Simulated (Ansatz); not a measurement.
System: zinc-blende RbCl (model structure). Method: PBEsol in Ansatz (plane waves, PAW).

Numerical settings: plane-wave cutoff 500 eV, 8×8×8 k mesh, gaussian smearing 0.02 eV, scalar-relativistic PAW data made under PBE.

Cell (relaxed at this level):

```cif
data_ClRb
_chemical_formula_sum 'Rb1 Cl1'
_space_group_name_H-M_alt 'P 1'
_space_group_IT_number 1
_cell_length_a 5.15114
_cell_length_b 5.15114
_cell_length_c 5.15114
_cell_angle_alpha 60.000
_cell_angle_beta 60.000
_cell_angle_gamma 60.000
loop_
_space_group_symop_operation_xyz
  'x, y, z'
loop_
_atom_site_label
_atom_site_type_symbol
_atom_site_fract_x
_atom_site_fract_y
_atom_site_fract_z
_atom_site_occupancy
Rb1 Rb 0.00000 0.00000 0.00000 1
Cl1 Cl 0.25000 0.25000 0.25000 1
```

### Question
What does this level give for the band gap?

### Answer

* **band gap**: 4.59 eV (on the SCF k mesh)

Note: the relaxation could raise the start's symmetry but not lower it, so the cell can be a saddle point.

Spin–orbit coupling is not included.

Computed values are for the static lattice.

It cost around 28 core-seconds (rough) of CPU time.

A model structure was made by putting elements into a prototype or built by hand; it is no filed structure, need not be a known phase, and can be a saddle point held by its symmetry.

Ansatz is a program for electronic structure.
